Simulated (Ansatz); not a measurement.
PBE against r2SCAN: AlN

The reference is AlN in the wurtzite structure (space group P6_3mc, No. 186; a = 3.130 Å, c = 5.017 Å).

(Cell as relaxed with PBE.)

Levels (all Ansatz, a quantum-chemistry and plane-wave program, PAW, earlier PAW set): PBE (420 eV, no spin-orbit coupling); r2SCAN (500 eV, spin-orbit coupling left out).

Each level relaxes its own structure.

```tsv
quantity	PBE	r2SCAN
volume per atom	10.64 Å³	10.40 Å³
lattice parameter a	3.130 Å	3.107 Å
lattice parameter c	5.017 Å	4.978 Å
band gap	4.04 eV	4.87 eV
gap character	direct at Γ	direct at Γ
```

PBE's volume per atom lies 0.24 Å³ above r2SCAN's (2.3 %); PBE's lattice parameter a lies 0.023 Å above r2SCAN's (0.7 %); PBE's lattice parameter c lies 0.039 Å above r2SCAN's (0.8 %); PBE's band gap lies 0.835 eV below r2SCAN's; the two agree on the gap character. Neither level is exact; r2SCAN is the comparison here, not a measurement.

Whether these cells are dynamically stable was not tested.
